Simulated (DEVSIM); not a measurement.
System: illuminated Si n-on-p cell, one wavelength, with a back-surface field, at 300 K.

```
layer (left to right)  material  thickness (μm)  Nd (cm⁻³)  Na (cm⁻³)  τn (s)  τp (s)  absorption coefficient (cm⁻¹)
---------------------  --------  --------------  ---------  ---------  ------  ------  -----------------------------
1                            Si           0.150     4.1e18          -  8.7e-7  5.1e-8                            470
2                            Si            56.0          -     1.7e15  4.6e-6  4.6e-6                            470
3                            Si           0.140          -     4.1e18  4.6e-6  4.6e-6                            470
```

Left contact: ohmic, minority hole recombination velocity 10000 cm/s. Right contact: ohmic, minority electron recombination velocity 8e5 cm/s. Voltage is applied to the left contact. Recombination: SRH at mid-gap, radiative, Auger. Gap narrowing is on: ΔEg = 6.92 meV × (l + √(l² + 0.5)), l = ln(N/1.3e17 cm⁻³), shared equally by both band edges. Light enters at the left, 2.1e17 photons cm⁻² s⁻¹, one pass, no reflection. Mobility is constant in doping.

Constants are typed, rounded textbook-type inputs, not results; the design itself was drawn at random and stands for no fabricated device. Values at 300 K.

| parameter | Si |
|---|---|
| gap (eV) | 1.124 |
| affinity (eV) | 4.05 |
| permittivity | 11.7 |
| Nc (cm⁻³) | 2.86e19 |
| Nv (cm⁻³) | 3.1e19 |
| μn (cm²/Vs) | 1417 |
| μp (cm²/Vs) | 470 |
| B (cm³/s) | 4.7e-15 |
| Cn (cm⁶/s) | 2.8e-31 |
| Cp (cm⁶/s) | 9.9e-32 |

Model (solved in DEVSIM): 1D drift-diffusion, Boltzmann statistics, complete ionisation; no tunnelling, impact ionisation, image-force lowering or self-heating.

**Question.** Give the dark forward current.

**Answer.** 
```
V (V)  J (A/cm²)
-----  ---------
-0.05    -2.6e-9
-0.15    -3.4e-8
-0.20    -1.3e-7
-0.30    -3.4e-6
-0.35    -2.1e-5
-0.45   -0.00093
-0.50    -0.0063
-0.60      -0.24
-0.65       -1.2
-0.75        -21
-0.80        -69
-0.90       -440
-0.95       -870
-1.05      -2400
```
